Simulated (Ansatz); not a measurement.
System: V-vacancy pair (V on one host Mo site, one Mo site vacant) in bcc Mo (neutral cell). Method: PBE, PAW (plane waves to 420 eV; Ansatz, a program for electronic structure).

36-site cell at the relaxed PBE lattice, a 2×2×3 k-point mesh shifted by half a step, smearing 0.10 eV, spin-restricted, no finite-size correction. No zero-point or tunnelling terms. Forms of the defect that were not tried may lie lower.

Barriers: single points on a 3×3×5 k-point mesh shifted by half a step at the bands' geometries (they differ from the bands' own by up to 0.09 eV, and are uncertain by about as much).

Relaxed starting cell (atoms counted from 1):

```xyz
35
Lattice="9.4825 0.0000 0.0000 0.0000 9.4825 0.0000 0.0000 0.0000 6.3216" Properties=species:S:1:pos:R:3 pbc="T T T"
V     -0.0090    -0.0075     0.0126
Mo     0.0070     0.0088     3.1547
Mo     0.0097     3.1287     0.0247
Mo     0.0096     3.1429     3.1571
Mo    -0.0066     6.3294     0.0060
Mo    -0.0038     6.3189     3.1699
Mo     3.1257     0.0102     0.0290
Mo     3.1427     0.0101     3.1613
Mo     3.1486     3.1484     0.0259
Mo     3.1477     3.1488     3.1594
Mo     3.1482     6.3219     0.0076
Mo     3.1484     6.3241     3.1724
Mo     6.3275    -0.0044     0.0075
Mo     6.3171    -0.0022     3.1715
Mo     6.3206     3.1500     0.0083
Mo     6.3231     3.1497     3.1733
Mo     6.3138     6.3162     0.0186
Mo     6.3212     6.3233     3.1637
Mo     1.5692     1.5697     4.7552
Mo     1.5723     4.7115     1.5887
Mo     1.5705     4.7234     4.7512
Mo     1.5641     7.9274     1.5840
Mo     1.5591     7.9222     4.7592
Mo     4.7112     1.5736     1.5900
Mo     4.7225     1.5720     4.7524
Mo     4.7347     4.7362     1.5884
Mo     4.7219     4.7238     4.7495
Mo     4.7314     7.8988     1.5880
Mo     4.7150     7.9095     4.7493
Mo     7.9272     1.5663     1.5860
Mo     7.9213     1.5601     4.7603
Mo     7.8970     4.7339     1.5869
Mo     7.9072     4.7172     4.7480
Mo     7.9016     7.9040     1.5769
Mo     7.9015     7.9034     4.7461
```

End state 1 differs by these moves (Å; atoms that move under 0.08 Å are left out):

```json
[
 {"atom": "1", "element": "V", "Δx": "1.58", "Δy": "1.59", "Δz": "1.57"}
]
```

Predict the forward and backward barriers to end state 1 from PBE, PAW.

forward 1.12 eV, backward 1.12 eV; at the saddle point atom 1 has neighbours 4 Mo at 2.65, 2 Mo at 2.68, 3 Mo at 3.38, 3 Mo at 3.40 Å. The saddle point's order was not checked, and it lies on a symmetry element of the cell, where a band can be held.
